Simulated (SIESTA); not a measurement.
SIESTA run on TcN (F-43m, 2 atoms in the cell): self-consistent single point.

Method: SIESTA 5.4.2 with GGA PBEsol with spin-orbit coupling, numerical atomic orbitals TZP, PseudoDojo PBEsol fully relativistic norm-conserving potentials (rewritten from UPF to PSML).

```xyz
2
Lattice="0.0000 2.2954 2.2954 2.2954 0.0000 2.2954 2.2954 2.2954 0.0000" Properties=species:S:1:pos:R:3 pbc="T T T"
Tc     0.0000     0.0000     0.0000
N      3.4431     3.4431     3.4431
```

Reference input (self-consistent single point, DFT, GGA PBEsol, numerical atomic orbitals TZP, PseudoDojo PBEsol standard norm-conserving potentials (rewritten from UPF to PSML)): XC.functional = GGA; XC.authors = PBEsol; potentials = PseudoDojo PBEsol standard; PAO.BasisSize = TZP; PAO.EnergyShift = 0.005 Ry; MeshCutoff = 350 Ry; kgrid.MonkhorstPack = 8 8 8; OccupationFunction = MP; OccupationMPOrder = 0; ElectronicTemperature = 0.272 eV; MaxSCFIterations = 150; SCF.Mixer.Method = Broyden. This run's input differs from it in these lines:

```diff
@@ -1,2 +1,2 @@
-# files in the folder: Tc.psml N.psml (PseudoDojo PBEsol standard)
+# files in the folder: Tc.psml N.psml (PseudoDojo PBEsol fully relativistic)
 SystemName  TcN
@@ -35,2 +35,7 @@
 ElectronicTemperature        0.272 eV
+Spin                         spin-orbit
+%block DM.InitSpin
+  1 0.00 0.00 0.00
+  2 0.00 0.00 0.00
+%endblock DM.InitSpin
```

Log, with long lists cut:

```
        iscf     Eharris(eV)        E_KS(eV)     FreeEng(eV)     dDmax    Ef(eV) dHmax(eV)
   scf:    1    -2570.048979    -2585.048480    -2585.124958  0.724520 -4.867444  7.402108
     spin moment: {S} , |S| = {   -0.00000    0.00000    0.00000 }     0.00000
   scf:    2    -2588.486148    -2588.315178    -2588.360293  0.076899 -5.442676  0.661945
     spin moment: {S} , |S| = {   -0.00000   -0.00000   -0.00000 }     0.00000
   scf:    3    -2588.350453    -2588.348010    -2588.397305  0.006502 -5.368575  0.101219
     spin moment: {S} , |S| = {    0.00000    0.00000   -0.00000 }     0.00000
   [... lines left out ...]
     spin moment: {S} , |S| = {    0.00000   -0.00000    0.00000 }     0.00000
   scf:    6    -2588.348168    -2588.348124    -2588.399037  0.000106 -5.332053  0.004196
     spin moment: {S} , |S| = {   -0.00000   -0.00000    0.00000 }     0.00000
   scf:    7    -2588.348155    -2588.348137    -2588.399038  0.000041 -5.332415  0.001269
     spin moment: {S} , |S| = {    0.00000    0.00000   -0.00000 }     0.00000
   scf:    8    -2588.348153    -2588.348144    -2588.399038  0.000016 -5.332571  0.000342
     spin moment: {S} , |S| = {   -0.00000   -0.00000    0.00000 }     0.00000
SCF Convergence by DM+H criterion
max |DM_out - DM_in|         :     0.0000155578
max |H_out - H_in|      (eV) :     0.0003420142
SCF cycle converged after 8 iterations

Using DM_out to compute the final energy and forces

siesta: E_KS(eV) =            -2588.3481

siesta: E_KS - E_eggbox =     -2588.3481

siesta: Atomic forces (eV/Ang):
     1    0.000150    0.000150    0.000150
     2   -0.000150   -0.000150   -0.000150
   Tot   -0.000000   -0.000000   -0.000000
   Max    0.000150
   Res    0.000150    sqrt( Sum f_i^2 / 3N )
   Max    0.000150    constrained

Stress tensor Voigt[x,y,z,yz,xz,xy] (kbar):       72.02       72.02       72.02       -0.05       -0.05       -0.05
(Free)E + p*V (eV/cell)    -2589.4864
Target enthalpy (eV/cell)    -2588.3990

siesta: Program's energy decomposition (eV):
siesta: Enl(+so)=       252.485809
   [... lines left out ...]
siesta: FreeEng =     -2588.399038
   [... lines left out ...]
siesta:     0.044952   -0.000033   -0.000033
siesta:    -0.000033    0.044952   -0.000033
siesta:    -0.000033   -0.000033    0.044952

siesta: Cell volume =         24.188130 Ang**3

siesta: Pressure (static):
siesta:                Solid            Molecule  Units
siesta:          -0.00048959         -0.00048936  Ry/Bohr**3
siesta:          -0.04495247         -0.04493113  eV/Ang**3
siesta:         -72.02179151        -71.98760846  kBar
```

The run converged in 8 iterations. Against the reference run the pressure goes from -6.82 to -7.20 GPa.

The starting cell comes from a database of computed structures (which also holds hypothetical and non-ambient phases and stackings), without a prior relaxation at this level. Values carry the incompleteness of an atom-centred basis. With a pressure of about -7 GPa the cell is away from its equilibrium volume at this level.

Cost on one core of a shared machine: roughly 40 s.
